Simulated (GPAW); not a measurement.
# Pressure against volume in hcp Zr (space group 194) (GPAW, PBEsol)

```yaml
crystal:
  lattice:
    - [3.13622, 0.00000, 0.00000]
    - [-1.56811, 2.71604, 0.00000]
    - [0.00000, 0.00000, 5.00047]
  atoms:
    - { symbol: Zr, position: [0.66667, 0.33333, 0.75000] }
    - { symbol: Zr, position: [0.33333, 0.66667, 0.25000] }
```

Level of theory: PBEsol, GPAW PAW datasets PBEsol (made by gpaw-setup) (plane waves; GPAW). Settings: mode = pw; ecut = 585 eV; xc = PBEsol; kpts = 21 21 12; mesh shift (steps) = 0 0 0; occupations.name = fermi-dirac; occupations.width = 0.05 eV; nbands = -10; convergence.density = 1e-05 e/electron; symmetry.symmorphic = false; symmetry.tolerance = 0.0005; maxiter = 150. The cell above is the first row's. The rows scale it uniformly. In all rows fractional positions and the k mesh are held.

```csv
V (Å^3/atom),P (GPa)
21.297,?
21.760,3.01
22.223,0.79
22.686,-1.25
23.149,-3.12
23.612,-4.84
24.075,-6.40
24.538,-7.84
25.001,-9.15
```

Fit P of the 8 rows that show it with a cubic. With u = V - 23.4, the rows have u = -1.6400, -1.1770, -0.7140, -0.2510, 0.2120, 0.6750, 1.1380, 1.6010. Least squares gives P = -4.070 - 3.6875·u + 0.3521·u² - 0.01934·u³. Residuals (row less fit): 0.000, 0.001, 0.001, 0.002, -0.004, 0.005, -0.001, 0.001; standard error 0.003 (degrees of freedom: 4). The fitted pressure is zero at V0 = 22.40, where dP/dV = -4.452, so B0 = -V0·dP/dV = 99.7 GPa.

Problem. Predict the withheld P at V = 21.297 from the fit, and compare with the calculation.

Solution. u = -2.1030, so P = -4.070 - 3.6875 × (-2.1030) + 0.3521 × (-2.1030)² - 0.01934 × (-2.1030)³ = 5.422 GPa. The calculation gives 5.43 GPa, 0.008 GPa above the prediction (0.1 % of the range of P in the table). The row lies outside the fitted rows, so this is an extrapolation. From the scatter of the fitted rows alone, a prediction at this place has a standard error of 0.009 GPa, so the miss is 0.9 times that.

Carrying the step between the two nearest rows on in a straight line would have given 5.23, off by 0.20; series whose last step already gives the withheld value aren't shown. The scan was laid around a cell of about the measured size, scaled by a guess for this functional; axis ratios and inner coordinates come from that cell. The runs keep the symmetry of the cell, so they don't test it for distortions. The shape of the cell and the inner coordinates aren't relaxed, so V0 and B0 belong to this uniform scaling; a relaxed crystal lies no higher in energy and is usually softer. Cutoffs and mesh are single choices, not tested for convergence of this quantity. Series with a scatter that would blur these digits, or in which a gap closes, are not shown.
